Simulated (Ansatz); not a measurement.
Bulk modulus B0 of LaNbHO2 (model structure, started from the SrVO2H type, P4/mmm, No. 123, 5 atoms in the cell) at several levels of theory

No measured value is used here.

| level (code) | value (GPa) | cell (Å³/atom) |
|---|---|---|
| LDA (Ansatz) | 174 | 11.99 |
| PBE (Ansatz) | 147 | 12.72 |
| PBEsol (Ansatz) | 162 | 12.26 |
| r²SCAN (Ansatz) | 158 | 12.57 |

Spin-polarised start: LDA, PBE, PBEsol, r²SCAN. LDA, PBE, PBEsol, r²SCAN: the starting moments vanished in the run, and other orders were not tried. LDA, PBE, PBEsol, r²SCAN: the bulk modulus is −V dP/dV from two relaxed cells at ±2 % in volume. Each level is taken at its own relaxed cell. Cutoffs differ between the levels. Ansatz's density-functional and Hartree–Fock values are scalar-relativistic unless marked +SOC, with PAW data made under PBE.

A model structure was made by putting elements into a prototype or built by hand; it is no filed structure, need not be a known phase, and can be a saddle point held by its symmetry.

Ansatz is a first-principles code.
